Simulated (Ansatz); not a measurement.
## BN (model structure, started from the cinnabar type, P6₂22, No. 180, 6 atoms in the cell): properties by level of theory

```csv
level (code),lattice parameter a (Å),lattice parameter c (Å)
PBE (Ansatz),2.610,5.830
PBEsol (Ansatz),2.595,5.797
PBE-D3(BJ) (Ansatz),2.595,5.799
```

Ansatz's density-functional and Hartree–Fock values are scalar-relativistic unless marked +SOC, with PAW data made under PBE.

Computed values are for the static lattice.

A model structure was made by putting elements into a prototype or built by hand; it is no filed structure, need not be a known phase, and can be a saddle point held by its symmetry.

Ansatz is a program for electronic structure.
